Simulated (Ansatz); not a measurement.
The reference is WS2 (space group P6_3/mmc, No. 194; a = 3.1147 Å, c = 11.7724 Å; layered, stacked along the Cartesian z axis).

Computed with PBEsol-D3(BJ), PAW, 420 eV (Ansatz, a program for electronic structure; spin-orbit coupling left out).

One change was made to it. Results:

The volume per atom drops by 1.497 Å³ (16.48 Å³ → 14.99 Å³); the band gap shrinks by 0.427 eV to 0.23 eV; the hole mass changes from 0.96 mₑ along c, 0.46 mₑ across (at Γ) to 1.3 mₑ along c, 0.30 mₑ across (at Γ); the valence-band top at Γ (three highest levels, from the VBM) changes from 0.00, -1.26, -1.60 eV to 0.00, -0.92, -2.13 eV.

Question: Which change produced these results?
(A) pressure 3 GPa
(B) pressure 0.7 GPa
(C) pressure −2 GPa
(D) pressure 10 GPa

Answer: D, pressure 10 GPa. For comparison, the band gap in the other runs: pressure 0.7 GPa gives 0.61 eV; pressure −2 GPa gives 0.81 eV; pressure 3 GPa gives 0.49 eV.

With W present, leaving out spin-orbit coupling can change the band edges. Load acts through the strain it causes; cell and atoms are relaxed under it. Masses are band curvatures over ±0.01 Å⁻¹ around the edge. No phonon test of stability was made. Competing high-pressure phases were not computed. A zero or small gap of WS2 under pressure 10 GPa can be the functional's error rather than a property of the material.
